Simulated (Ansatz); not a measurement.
Take Ru in the hcp (Mg type) structure (space group P6_3/mmc, No. 194; a = 2.691 Å, c = 4.249 Å; relaxed with 0.1 eV smearing) as the base. Axes: x lies along a and z along c of the hexagonal cell.

The values are results of Ansatz (a program for electronic structure) PBEsol, no spin-orbit coupling, not measurements.

Now apply this change: every lattice vector is stretched by 2.50 %, atoms relaxed at fixed cell.

### Question
Predict the stress tensor and what it implies for the stiffness.

### Answer
Stress of the strained cell less that of the base (GPa, compression positive):
```
  -21.0     0.0     0.0
    0.0   -21.0     0.0
    0.0     0.0   -22.4
```

Then B = −ΔP/(ΔV/V₀) with ΔV/V₀ = 0.0769 gives secant stiffness values (nonlinear terms included at this strain): B (at held cell shape, above the free-shape value) ≈ 279 GPa.

As a check, the harmonic strain energy −½ V₀ Δσ:ε is 67 meV/atom; the computed energy rise is 74 meV/atom.

No phonon test of stability was made. The final runs are not spin-polarised.
